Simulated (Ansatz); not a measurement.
System: interstitial Li in rock-salt NaCl (charge state +1). The step: a concerted move, in which Li travels most; the atom moves 2.84 Å along (0.00, 0.50, 0.00) of the unit cell; the moving atom starts with neighbours 4 Cl at 2.30; 4 Na at 2.83 Å and ends with 4 Cl at 2.30; 4 Na at 2.83 Å. DFT values are from Ansatz (plane-wave PAW, 420 eV unless said) in a cell of 64 host sites, spin-restricted, static, with no finite-size correction. The charge state is imposed; whether it is stable for some Fermi level was not computed. Sites that were not tried may lie lower. For the PBE band: the saddle point's order was not checked, and it lies on a symmetry element of the cell, where a band can be held.

| Level | Forward barrier (eV) | Cost of the band or of the saddle's single point |
|---|---|---|
| CHGNet universal potential (has no charge state), its own band | 0.57 | - |
| PBE, the Γ point alone, band relaxed | 0.80 | roughly 7 core-minutes |
| PBE, a 2×2×2 k-point mesh shifted by half a step, same geometries | 0.80 | around 2.7 core-minutes (rough) |
| r2SCAN at 500 eV, the Γ point alone, same geometries | ___ | very roughly 70 core-seconds |

Fill in the missing entries.


- r2SCAN at 500 eV, the Γ point alone, same geometries, Forward barrier (eV): 0.83

Ansatz is a first-principles code.
